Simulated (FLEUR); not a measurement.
Input and output of a self-consistent single point for PtS2 (P-3m1, 3 atoms in the cell) (FLEUR).

Method of the run: FLEUR with LDA (Perdew-Zunger), all-electron FLAPW (FLEUR), scalar-relativistic valence.

```xyz
3
Lattice="1.7911 -3.1022 0.0000 1.7911 3.1022 0.0000 0.0000 0.0000 5.1000" Properties=species:S:1:pos:R:3 pbc="T T T"
Pt     0.0000     0.0000     0.0000
S      1.7911     1.0341     1.1730
S      1.7911    -1.0341     3.9270
```

Reference input (self-consistent single point, DFT, PBE, all-electron FLAPW (FLEUR), scalar-relativistic valence): Kmax = 4 1/bohr; GmaxXC = 12 1/bohr; xcFunctional = pbe; jspins = 1; l_soc = F; mode = hist; fermiSmearingEnergy = 0.00073499 Htr; mesh (inpgen div1-3) = 6 6 4; inpgen gamma flag = true; Gmax = 12 1/bohr; numbands = 0; maxIterBroyd = 99. This run's input differs from it in these lines:

```diff
@@ -15,2 +15,3 @@
 &comp jspins=1 /
+&exco xctyp='pz' /
 &kpt div1=6 div2=6 div3=4 gamma=t /
@@ -27,3 +28,3 @@
       <coreElectrons ctail="T" frcor="F" kcrel="0" coretail_lmax="0"/>
-      <xcFunctional name="pbe" relativisticCorrections="F"/>
+      <xcFunctional name="pz" relativisticCorrections="F"/>
       <magnetism jspins="1"/>
```

Output, abridged:

```
 Iteration:     1   Distance:      18.70165886 me/bohr^3
 Iteration:     2   Distance:      15.65162113 me/bohr^3
 Iteration:     3   Distance:       7.55247183 me/bohr^3
 Iteration:     4   Distance:       3.81099434 me/bohr^3
 Iteration:     5   Distance:       1.93803640 me/bohr^3
   [... 7 lines left out ...]
 Iteration:    13   Distance:       0.00030140 me/bohr^3
 Iteration:    14   Distance:       0.00008194 me/bohr^3
 Iteration:    15   Distance:       0.00003026 me/bohr^3
 Iteration:    16   Distance:       0.00000311 me/bohr^3
 Reset of history
 Run finished successfully
 Stop message:
   Structural relaxation: new displacements generated

[file out, last iteration]
             iter=     17
[...]
          total density-effective poten   -3.3669933314E+04
          total charge density-energy d   -3.9575868978E+02
 Updated energy parameters for spin:           1
[...]
 fermi energy and band-weighting factors:

[...]
FERMIE:
          first approx. to ef    (T=0)  :   0.265489 htr   (energy of the highest occ. eigenvalue)
          number of occ. states  (T=0)  :        336
          first approx. to seigv (T=0)  :  -8.921855 htr
          sum of weights of occ. states :  14.000000
          sum of semicore charge        :   0.000000 e
FERHIS:  Fermi-Energy by histogram:
          bandgap                     :   0.029031 htr
   [... lines left out ...]
          charge neutrality (T=0)     :   0.000000    (zero if the highest occ. eigenvalue is "entirely" occupied)
 Direct bandgap for spin            1 :    4.8370298032371889E-002  Htr
 ---->    free energy=                    -19232.5097430340 htr
   [... lines left out ...]
      extrapolation for T->0
 ---->    total electron energy=          -19232.5097430340 htr
 ***** TOTAL FORCES ON ATOMS *****
 TOTAL FORCE FOR ATOM TYPE=  1  X=  0.000   Y=  0.000   Z=  0.000
                       FX_TOT= 0.000000 FY_TOT= 0.000000 FZ_TOT= 0.000000
 TOTAL FORCE FOR ATOM TYPE=  2  X=  0.000   Y= -3.908   Z=  2.217
                       FX_TOT= 0.000000 FY_TOT= 0.000000 FZ_TOT= 0.002771
```

The run converged in 16 iterations. FLEUR gives forces in its relaxation mode, with a further iteration, so its stop message speaks of a relaxation. Against the reference run the gap on the mesh goes from 0.902 to 0.790 eV.

The starting cell has typed, rounded lattice constants, without a prior relaxation at this level. Its lattice was rescaled by a random factor within 2.5 % of one. Spin-orbit coupling is off. Values depend on the basis (sphere radii, cutoffs, local orbitals), which need not be converged.
